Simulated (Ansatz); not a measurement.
Converging the k-point mesh: a (001) slab of GePt (cut from a parent of space group no. 62; 8 atoms in the cell)

```
CELL_PARAMETERS angstrom
      5.78479     0.00000     0.00000
      0.00000     3.74868     0.00000
      0.00000     0.00000    19.06101
ATOMIC_POSITIONS crystal
  Ge 0.81393 0.75000 0.52836
  Ge 0.18607 0.25000 0.47164
  Ge 0.68607 0.25000 0.36724
  Ge 0.31393 0.75000 0.63276
  Pt 0.00185 0.75000 0.40098
  Pt 0.99815 0.25000 0.59902
  Pt 0.49815 0.25000 0.56210
  Pt 0.50185 0.75000 0.43790
```

Computed with PBEsol, default PAW files made with PBE (plane waves; Ansatz, a first-principles code).

Base settings: basis.ecutwfc = 420 eV; kpoints.mp_grid.grid = 3 6 1; hamiltonian.xc = pbesol; hamiltonian.pseudopotentials = {kind: paw} (the program's default PAW files); scf.occupations.method = gaussian; scf.occupations.width = 0.1 eV.

Only quantities that move along the ladder and can be compared are tabulated.

The count of work is k-points × plane waves × bands × iterations; it is no time. Core times come from one kind of shared machine, to one figure; runs under 30 s give none.

The starting cell comes from a database of computed structures (which also holds hypothetical and non-ambient phases and stackings), without a prior relaxation at this level. The slab is cut from that crystal, and its faces are unrelaxed. Its lattice was rescaled by up to half a per cent. Spin polarisation is off. In the base run, forces exceed 1 eV/Å. Without a gap this mesh is coarse (it stands for a supercell whose shortest in-plane vector is 17 Å).

Steps (kpoints.mp_grid.grid): 1 2 1; 2 2 1; 2 3 1; 3 4 1; 3 5 1; 3 6 1; 4 6 1; 4 7 1; 5 8 1; 6 9 1; 7 10 1; 8 12 1; 9 14 1; 11 16 1; 13 19 1; 15 23 1.

Task: What is the coarsest kpoints.mp_grid.grid that holds the free energy within 0.5 meV/atom of the last step, with all finer ones?

Result: 13 19 1; the step before is off by 0.54 meV/atom.

Task: What is the coarsest kpoints.mp_grid.grid that holds the forces within 0.005 eV/Å?

Result: Not settled: the last two steps still differ by 0.010 eV/Å, over half the tolerance, so the ladder does not show it.

| kpoints.mp_grid.grid | free energy less the last step's (meV/atom) | largest difference of a force vector from the last step's (eV/Å) | count of work / last | core time / last (rough) |
|---|---|---|---|---|
| 1 2 1 | 205.14 | 1.258 | 0.034 | – |
| 2 2 1 | -102.76 | 0.397 | 0.047 | – |
| 2 3 1 | 3.19 | 0.281 | 0.047 | – |
| 3 4 1 | 9.64 | 0.179 | 0.070 | – |
| 3 5 1 | 2.54 | 0.118 | 0.055 | – |
| 3 6 1 | 2.87 | 0.081 | 0.083 | – |
| 4 6 1 | 0.18 | 0.058 | 0.12 | – |
| 4 7 1 | -1.03 | 0.059 | 0.11 | – |
| 5 8 1 | -1.43 | 0.042 | 0.14 | – |
| 6 9 1 | 0.95 | 0.020 | 0.18 | – |
| 7 10 1 | 1.32 | 0.048 | 0.25 | 0.2 |
| 8 12 1 | -0.45 | 0.017 | 0.36 | 0.3 |
| 9 14 1 | 0.56 | 0.016 | 0.36 | 0.5 |
| 11 16 1 | -0.54 | 0.018 | 0.56 | 0.6 |
| 13 19 1 | -0.09 | 0.010 | 0.73 | 0.8 |
| 15 23 1 | 0.00 | 0.000 | 1.0 | 1 |

Two neighbours can agree and both be off: 3 5 1 and 3 6 1 differ by 0.33 meV/atom in the free energy, yet lie about 2.9 meV/atom from the last step.

Keys are those of Ansatz 0.2.
